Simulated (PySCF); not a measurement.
PySCF 2.14.0, HF/def2-svpd, df: Sn(Cl)(I)3 ([Cl][Sn]([I])([I])[I]), 5 atoms. The geometry is a generated start, not checked to be a minimum at this level.

```yaml
task: energy
method: hf
basis: def2-svpd
two_electron_scheme: density fitting
mol.max_memory: 3000 MB
mf.max_cycle: 100
mf.conv_tol: 1e-09 (default)
effective_core_potentials: those of the basis set, past Kr
basis_functions: 164
```

```xyz
5

Cl     0.0302     0.0209     2.3911
Sn     0.0006    -0.0003     0.0516
I      2.4025    -0.9333    -0.8440
I     -0.4208     2.5436    -0.8312
I     -2.0125    -1.6310    -0.7675
```

With the defaults (mf.DIIS = CDIIS, mf.diis = true, mf.level_shift = 0, mf.init_guess = minao, mf.diis_space = 8) it converges in 16 Fock builds. One run each on 2 threads, 1 BLAS thread, with these changes:
- mf.diis_space = 5
- mf.init_guess = atom
- mf.diis = false
- mf.DIIS = EDIIS
- mf.level_shift = 0.1 Hartree
- mf.level_shift = 1 Hartree
- mf.init_guess = mod_huckel
- mf.diis_space = 12
- mf.level_shift = 0.3 Hartree

Problem. Name the settings that don't reach the solution of the defaults.

Solution. No convergence: mf.DIIS = EDIIS; mf.diis = false (the run ends without SCF convergence in 100 cycles). The rest reach the solution of the defaults.

```tsv
setting	Fock builds	end
mf.init_guess = mod_huckel	12	same solution
mf.init_guess = atom	12	same solution
the defaults	16	same solution
mf.diis_space = 12	16	same solution
mf.diis_space = 5	16	same solution
mf.level_shift = 0.1 Hartree	17	same solution
mf.level_shift = 0.3 Hartree	19	same solution
mf.level_shift = 1 Hartree	33	same solution
mf.DIIS = EDIIS	101	no convergence
mf.diis = false	101	no convergence
```
